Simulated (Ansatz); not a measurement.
**ZnS under a change: isotropic strain −0.60 %**

Take ZnS in the wurtzite structure (space group P6_3mc, No. 186; a = 3.738 Å, c = 6.143 Å) as the base.

The change: the cell is scaled by 0.9940 in all directions, atoms relaxed at fixed cell.

Method: LDA (Ansatz, an electronic-structure program; PAW; 420 eV plane waves; spin-orbit coupling left out). Γ-centred 10×10×6 mesh, Fermi–Dirac width 0.05 eV.

| quantity | base | changed | shift |
|---|---|---|---|
| volume per atom | 18.59 Å³ | 18.25 Å³ | -0.333 Å³ |
| shortest interatomic distance | 2.293 Å | 2.279 Å | -0.014 Å |
| energy relative to the base (free energy F) | 0 meV/atom | +1.6 meV/atom | +1.6 meV/atom |
| pressure (mean of the normal stresses, compression positive) | 0.0 kbar | 16.2 kbar | +16.2 kbar |
| band gap | 2.19 eV | 2.28 eV | +0.084 eV |
| gap character | direct at Γ | direct at Γ | – |
| mean gap deformation potential ΔEg/Δln V | – | -4.7 eV | – |
| width of the top valence band | 2.37 eV | 2.43 eV | +0.066 eV |
| electron mass | 0.15 mₑ along c, 0.18 mₑ across (at Γ) | 0.16 mₑ along c, 0.18 mₑ across (at Γ) | – |
| valence-band top at Γ (three highest levels, from the VBM) | 0.00, 0.00, -0.10 eV | 0.00, 0.00, -0.11 eV | – |

Final structure:

```
CELL_PARAMETERS angstrom
      3.71584     0.00000     0.00000
     -1.85792     3.21801     0.00000
      0.00000     0.00000     6.10603
ATOMIC_POSITIONS crystal
  Zn 0.33333 0.66667 0.00059
  Zn 0.66667 0.33333 0.50059
  S  0.33333 0.66667 0.37441
  S  0.66667 0.33333 0.87441
```

Masses are band curvatures over ±0.01 Å⁻¹ around the edge. No phonon test of stability was made.
